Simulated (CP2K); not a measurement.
CP2K run on a (110) slab of SiC (cut from a parent of space group no. 216; 8 atoms in the cell): self-consistent single point.

Level of theory: LDA (Pade form), GPW, DZVP-MOLOPT-SR-GTH basis, GTH-PADE potentials (GTH_POTENTIALS) (CP2K 2026.2).

The change in words: vacuum of 6 angstrom (first run: 14 Å); SURFACE_DIPOLE_CORRECTION: default → T. Reference geometry:
```xyz
8
Lattice="4.3818 0.0000 0.0000 0.0000 3.0984 0.0000 0.0000 0.0000 18.6476" Properties=species:S:1:pos:R:3 pbc="T T T"
C      1.0955     2.3238     7.0000
C      3.2864     0.7746     8.5492
C      1.0955     2.3238    10.0984
C      3.2864     0.7746    11.6476
Si     0.0000     2.3238     8.5492
Si     2.1909     0.7746     7.0000
Si     0.0000     2.3238    11.6476
Si     2.1909     0.7746    10.0984
```

Reference input (self-consistent single point, DFT LDA (Pade form), GPW, DZVP-MOLOPT-SR-GTH basis, GTH-PADE potentials (GTH_POTENTIALS)): CUTOFF = 400 Ry; REL_CUTOFF = 50 Ry; SMEAR/METHOD = FERMI_DIRAC; ELECTRONIC_TEMPERATURE = 580.23 K; KPOINTS/SCHEME = MONKHORST-PACK 3 4 1; GAMMA_CENTERED = T; XC_FUNCTIONAL = PADE; C/BASIS_SET = DZVP-MOLOPT-SR-GTH; C/POTENTIAL = GTH-PADE-q4; Si/BASIS_SET = DZVP-MOLOPT-SR-GTH; Si/POTENTIAL = GTH-PADE-q4; METHOD = GPW. This run's input differs from it in these lines:

```diff
@@ -11,2 +11,4 @@
     POTENTIAL_FILE_NAME GTH_POTENTIALS
+    SURFACE_DIPOLE_CORRECTION T
+    SURF_DIP_DIR Z
     &QS
@@ -65,3 +67,3 @@
       B 0.00000000 3.09840000 0.00000000
-      C 0.00000000 0.00000000 18.64759600
+      C 0.00000000 0.00000000 10.64757800
       PERIODIC XYZ
@@ -70,10 +72,10 @@
       SCALED
-      C        0.25000000     0.75000000     0.37538400
-      C        0.75000000     0.25000000     0.45846100
-      C        0.25000000     0.75000000     0.54153900
-      C        0.75000000     0.25000000     0.62461600
-      Si       0.00000000     0.75000000     0.45846100
-      Si       0.50000000     0.25000000     0.37538400
-      Si       0.00000000     0.75000000     0.62461600
-      Si       0.50000000     0.25000000     0.54153900
+      C        0.25000000     0.75000000     0.28175400
+      C        0.75000000     0.25000000     0.42725100
+      C        0.25000000     0.75000000     0.57274900
+      C        0.75000000     0.25000000     0.71824600
+      Si       0.00000000     0.75000000     0.42725100
+      Si       0.50000000     0.25000000     0.28175400
+      Si       0.00000000     0.75000000     0.71824600
+      Si       0.50000000     0.25000000     0.57274900
     &END COORD
```

Output (repeated stretches shortened):

```
 SCF WAVEFUNCTION OPTIMIZATION

  Step     Update method      Time    Convergence         Total energy    Change

 *******************************************************************************
 *   ___                                                                       *
 *  /   \                                                                      *
 * [ABORT]                                                                     *
 *  \___/       Dipole correction needs more vacuum space above the surface    *
 *    |                                                                        *
   [... lines left out ...]
 * / \                                                    surface_dipole.F:207 *
 *******************************************************************************

 ===== Routine Calling Stack =====

            9 calc_dipsurf_potential
            8 qs_ks_build_kohn_sham_matrix
            7 rebuild_ks_matrix
            6 qs_ks_update_qs_env
            5 scf_env_do_scf_inner_loop
            4 scf_env_do_scf
            3 qs_energies
            2 qs_forces
            1 CP2K
Abort(1) on node 0 (rank 0 in comm 0): application called MPI_Abort(MPI_COMM_WORLD, 1) - process 0
```

The program stopped with an error. 

The starting cell has typed, rounded lattice constants, without a prior relaxation at this level. The slab is cut from that crystal, and its faces are unrelaxed. Its lattice was rescaled by up to half a per cent. Values carry the incompleteness of an atom-centred basis.
